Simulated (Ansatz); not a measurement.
# Converging shifted k-point meshes: HfPt3 (P4mm, 4 atoms in the cell)

```
CELL_PARAMETERS angstrom
      4.02246     0.00000     0.00000
      0.00000     4.02246     0.00000
      0.00000     0.00000     4.02246
ATOMIC_POSITIONS crystal
  Hf 0.00000 0.00000 0.01243
  Pt 0.50000 0.50000 0.00000
  Pt 0.00000 0.50000 0.50000
  Pt 0.50000 0.00000 0.50000
```

Computed with LDA (PW92), default PAW files made with PBE (plane waves; Ansatz, a program for electronic structure).

Base settings: basis.ecutwfc = 420 eV; kpoints.mp_grid.grid = 8 8 8; hamiltonian.xc = lda; hamiltonian.pseudopotentials = {kind: paw} (the program's default PAW files); scf.occupations.method = gaussian; scf.occupations.width = 0.1 eV.

In this ladder: kpoints.mp_grid.shift = 0.5 0.5 0.5.

Only quantities that move along the ladder and can be compared are tabulated.

The count of work is k-points × plane waves × bands × iterations; it is no time. Core times come from one kind of shared machine, to one figure; runs under 30 s give none.

The starting cell comes from a database of computed structures (which also holds hypothetical and non-ambient phases and stackings), without a prior relaxation at this level. Its lattice was rescaled by up to half a per cent. One atom was moved a little off its site on purpose. Spin polarisation is off. In the base run, with a pressure of about -12 GPa the cell is away from its equilibrium volume at this level. Ansatz's pressure includes its estimate of the finite-basis (Pulay) stress.

Steps (kpoints.mp_grid.grid): 2 2 2; 3 3 3; 4 4 4; 5 5 5; 6 6 6; 8 8 8; 10 10 10; 12 12 12; 14 14 14; 18 18 18; 22 22 22; 24 24 24.

Task: What is the coarsest kpoints.mp_grid.grid that holds the pressure within 0.2 GPa of the last step, with all finer ones?

Result: 4 4 4, at 0.0064 of the last step's count of work; the step before is off by 0.36 GPa.

Task: What is the coarsest kpoints.mp_grid.grid that holds the free energy within 0.5 meV/atom of the last step, with all finer ones?

Result: 14 14 14, at 0.21 of the last step's count of work and about 0.3 of the last step's time; the step before is off by 0.62 meV/atom.

Task: What is the coarsest kpoints.mp_grid.grid that holds the forces within 0.005 eV/Å of the last step, with all finer ones?

Result: 8 8 8, at 0.043 of the last step's count of work; the step before is off by 0.006 eV/Å.

| kpoints.mp_grid.grid | free energy less the last step's (meV/atom) | pressure (GPa) | largest difference of a force vector from the last step's (eV/Å) | count of work / last | core time / last (rough) |
|---|---|---|---|---|---|
| 2 2 2 | 3.65 | -12.15 | 0.221 | 0.0012 | – |
| 3 3 3 | 24.63 | -12.00 | 0.017 | 0.0064 | – |
| 4 4 4 | 13.05 | -11.81 | 0.012 | 0.0064 | – |
| 5 5 5 | 2.90 | -11.70 | 0.007 | 0.019 | – |
| 6 6 6 | -0.30 | -11.55 | 0.006 | 0.019 | – |
| 8 8 8 | -1.22 | -11.65 | 0.001 | 0.043 | – |
| 10 10 10 | 0.45 | -11.65 | 0.001 | 0.080 | – |
| 12 12 12 | 0.62 | -11.63 | 0.000 | 0.13 | 0.2 |
| 14 14 14 | -0.08 | -11.62 | 0.002 | 0.21 | 0.3 |
| 18 18 18 | 0.23 | -11.64 | 0.000 | 0.43 | 0.9 |
| 22 22 22 | -0.04 | -11.63 | 0.001 | 0.78 | 1 |
| 24 24 24 | 0.00 | -11.64 | 0.000 | 1.0 | 1 |

Keys are those of Ansatz 0.2.
